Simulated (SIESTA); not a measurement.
Worked example: self-consistent single point of MgH2 (P1, 3 atoms in the cell) in SIESTA.

Method: GGA PBEsol, numerical atomic orbitals DZP, PseudoDojo PBEsol standard norm-conserving potentials (rewritten from UPF to PSML) (SIESTA).

The change in words: lattice scaled by 0.98. Reference geometry:
```
CELL_PARAMETERS angstrom
      0.00000     2.38106     2.38106
      2.38106     0.00000     2.38106
      2.38106     2.38106     0.00000
ATOMIC_POSITIONS crystal
  Mg 0.99713 0.01380 0.96316
  H  0.76024 0.76122 0.73891
  H  0.24263 0.22497 0.29792
```

Reference input (self-consistent single point, DFT, GGA PBEsol, numerical atomic orbitals DZP, PseudoDojo PBEsol standard norm-conserving potentials (rewritten from UPF to PSML)): XC.functional = GGA; XC.authors = PBEsol; potentials = PseudoDojo PBEsol standard; PAO.BasisSize = DZP; PAO.EnergyShift = 0.005 Ry; MeshCutoff = 400 Ry; kgrid.MonkhorstPack = 11 11 11; OccupationFunction = FD; ElectronicTemperature = 50 meV; MaxSCFIterations = 150; SCF.Mixer.Method = Broyden; SCF.Mixer.Weight = 0.1. This run's input differs from it in these lines:

```diff
@@ -10,7 +10,7 @@
 %endblock ChemicalSpeciesLabel
-LatticeConstant              3.367334 Ang
+LatticeConstant              3.299988 Ang
 %block LatticeVectors
-     0.000000000    0.707106869    0.707106869
-     0.707106869    0.000000000    0.707106869
-     0.707106869    0.707106869    0.000000000
+     0.000000000    0.707106814    0.707106814
+     0.707106814    0.000000000    0.707106814
+     0.707106814    0.707106814    0.000000000
 %endblock LatticeVectors
```

Output, abridged:

```
        iscf     Eharris(eV)        E_KS(eV)     FreeEng(eV)     dDmax    Ef(eV) dHmax(eV)
   scf:    1    -1637.724792    -1643.989128    -1643.989553  1.979069 -4.763151  4.512540
   scf:    2    -1644.156717    -1644.073748    -1644.074895  0.055597 -4.646501  3.947137
   scf:    3    -1644.510078    -1644.335487    -1644.338660  0.516040 -3.987819  0.245103
   scf:    4    -1644.336197    -1644.335856    -1644.339109  0.010160 -3.999956  0.260643
   scf:    5    -1644.336271    -1644.336145    -1644.339640  0.023991 -4.054046  0.013014
   [... 2 lines left out ...]
   scf:    8    -1644.336175    -1644.336168    -1644.339648  0.000422 -4.054422  0.004231
   scf:    9    -1644.336172    -1644.336170    -1644.339648  0.000178 -4.054736  0.002888
   scf:   10    -1644.336185    -1644.336178    -1644.339649  0.000607 -4.054317  0.000676
   scf:   11    -1644.336178    -1644.336178    -1644.339649  0.000028 -4.054385  0.000745
SCF Convergence by DM+H criterion
max |DM_out - DM_in|         :     0.0000281752
max |H_out - H_in|      (eV) :     0.0007450847
SCF cycle converged after 11 iterations

Using DM_out to compute the final energy and forces

siesta: E_KS(eV) =            -1644.3362

siesta: E_KS - E_eggbox =     -1644.3362

siesta: Atomic forces (eV/Ang):
     1    0.561172    0.736064   -0.336938
     2   -0.049579   -0.043977   -0.304918
     3   -0.516678   -0.682012    0.633438
   Tot   -0.005085    0.010074   -0.008418
   Max    0.736064
   Res    0.494519    sqrt( Sum f_i^2 / 3N )
   Max    0.736064    constrained

Stress tensor Voigt[x,y,z,yz,xz,xy] (kbar):      -76.63      -73.11      -75.66       10.58       15.51      -24.70
(Free)E + p*V (eV/cell)    -1643.1480
Target enthalpy (eV/cell)    -1644.3396

   [... lines left out ...]
siesta: FreeEng =     -1644.339649
   [... lines left out ...]
siesta:    -0.047829   -0.015414    0.009678
siesta:    -0.015414   -0.045631    0.006603
siesta:     0.009678    0.006603   -0.047224

siesta: Cell volume =         25.411023 Ang**3

siesta: Pressure (static):
siesta:                Solid            Molecule  Units
siesta:           0.00051075          0.00084093  Ry/Bohr**3
siesta:           0.04689473          0.07721078  eV/Ang**3
siesta:          75.13364344        123.70530320  kBar
```

The run converged in 11 iterations. Against the reference run the free energy goes up by 16.9 meV/atom, the pressure goes from 2.97 to 7.51 GPa and the largest force goes from 0.941 to 1.065 eV/Å.

The starting cell comes from a database of computed structures (which also holds hypothetical and non-ambient phases and stackings), without a prior relaxation at this level. Its atoms were displaced at random from the sites of space group no. 225. For this run, on top of that: lattice scaled by 0.98. Values carry the incompleteness of an atom-centred basis. With a pressure of about 8 GPa the cell is away from its equilibrium volume at this level. Forces in this geometry exceed 1 eV/Å.
